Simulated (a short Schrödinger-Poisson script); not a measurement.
# Gated Al0.3Ga0.7N/GaN polarisation-induced gas

System: gated Al0.3Ga0.7N/GaN polarisation-induced gas, at 77 K.

```tsv
layer	material	thickness (nm)	Na (cm⁻³)
1	Al0.3Ga0.7N	15	-
2	GaN	6000	8e14
```

The device is made up for the run: typed textbook-type constants, with dimensions and the other settings drawn at random. Al0.3Ga0.7N: permittivity 9.32, conduction-band edge (eV) 0.414, gap (eV) 4.021, electron mass (mₑ) 0.236, Nv at 300 K (cm⁻³) 4.6e19. GaN: permittivity 9.5, conduction-band edge (eV) 0, gap (eV) 3.43, Nv at 300 K (cm⁻³) 4.6e19.

Channel valleys (confinement mass, in-plane density-of-states mass, number): Γ 0.2, 0.2, 1. At the gate the conduction-band edge of layer 1 lies 1.23 eV − eVg above the Fermi level of the channel; the field vanishes at the back. Sheet of polarisation charge: +1.5e13 e/cm² at 15 nm from the gate. The barrier under the gate holds no holes. Gaps are held at their typed values at every temperature. Mesh 0.08 nm at interfaces.

Solved with a short Schrödinger-Poisson script written for these runs: 1D Poisson equation in equilibrium, electrons quantum, Hartree plus LDA exchange-correlation (BenDaniel-Duke, 40 states a valley, the channel's in-plane mass for all, wave functions free to enter the barrier), parabolic valleys, classical holes, full ionisation, no traps, pinning or gate leakage.

```tsv
Vg (V)	electrons (cm⁻²)	in the channel layer	C (μF/cm²)	Γ E0 (meV)	Γ E1 (meV)
0.5	1.26e13	1.14e13	0.526	-139.7	-9.3
0.25	1.18e13	1.07e13	0.524	-131.5	-7.2
0	1.09e13	1.01e13	0.521	-123.2	-5.1
-0.25	1.01e13	9.40e12	0.519	-114.9	-3.0
-0.5	9.32e12	8.72e12	0.518	-106.4	-0.9
-0.75	8.51e12	8.02e12	0.516	-97.9	1.4
-1	7.71e12	7.31e12	0.514	-89.3	3.8
-1.25	6.91e12	6.60e12	0.511	-80.5	6.4
-1.5	6.11e12	5.87e12	0.509	-71.7	9.3
-1.75	5.32e12	5.14e12	0.507	-62.7	12.5
-2	4.53e12	4.40e12	0.504	-53.7	16.0
-2.25	3.75e12	3.66e12	0.501	-44.5	19.6
-2.5	2.97e12	2.91e12	0.497	-35.3	23.0
-2.75	2.20e12	2.17e12	0.492	-26.1	25.9
-3	1.44e12	1.42e12	0.485	-16.6	28.3
-3.25	6.90e11	6.86e11	0.469	-5.9	30.5
-3.5	1.54e10	1.54e10	0.235	23.9	47.6
```

Gate voltages with under 1e6 electrons/cm² are left out.

Subbands count from the Fermi level.
